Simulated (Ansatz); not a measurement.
The starting structures come from a database of crystals and need not be the phases stable at ambient conditions.

By PBEsol, the system below comes out a metal.

A figure of merit of an interconnect metal is its ballistic conductance per area.

Here is the system:

```yaml
crystal:
  lattice:
    - [3.24210, 0.00000, 0.00000]
    - [0.00000, 5.31312, 0.00000]
    - [0.00000, 0.00000, 5.31312]
  atoms:
    - { symbol: Hf, position: [0.00000, 0.29554, 0.29554] }
    - { symbol: Hf, position: [0.00000, 0.70446, 0.70446] }
    - { symbol: Hf, position: [0.50000, 0.79554, 0.20446] }
    - { symbol: Hf, position: [0.50000, 0.20446, 0.79554] }
    - { symbol: N, position: [0.00000, 0.00000, 0.00000] }
    - { symbol: N, position: [0.50000, 0.50000, 0.50000] }
```

Space group of this cell: P4_2/mnm, anti-rutile. The cell is taken as given; by PBEsol its mean pressure is -2.3 GPa.

The current flows along the normal of the first two printed cell vectors, the (100) plane of the conventional cell. No spin-orbit coupling; the value is a mean over 0.1 eV about the Fermi level.

Q: Give the ballistic conductance per area that PBEsol run with Ansatz (an electronic-structure program) yields.

A: 0.39 × 10¹⁵ S/m² for both spins.
